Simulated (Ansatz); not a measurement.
## MgO: thickness series

Start from MgO in the rock salt structure (space group Fm-3m, No. 225; a = 4.2141 Å). Axes: x, y, z lie along the cube axes.

Free-standing slabs (2 atom(s) a layer) normal to the z axis with 15 Å of vacuum; in-plane cell held at bulk.

Method: PBEsol/PAW in Ansatz (a program for electronic structure), spin-orbit coupling left out.

Computed cases, in order: 1 layer; 2 layers; 3 layers; 4 layers; 5 layers; 6 layers; 7 layers.

Task: Between which two neighbouring cases does the gap turn between direct and indirect?

Result: Between 1 layer (2.66 eV, indirect, M → Γ) and 2 layers (3.42 eV, direct at Γ). The whole series: 1 layer: 2.66 eV, indirect, M → Γ; 2 layers: 3.42 eV, direct at Γ; 3 layers: 3.54 eV, direct at Γ; 4 layers: 3.64 eV, direct at Γ; 5 layers: 3.69 eV, direct at Γ; 6 layers: 3.72 eV, direct at Γ; 7 layers: 3.74 eV, direct at Γ.

Semilocal Kohn–Sham gaps tend to fall short of experiment. No phonon test of stability was made. k-point labels follow each cell's own Brillouin zone.
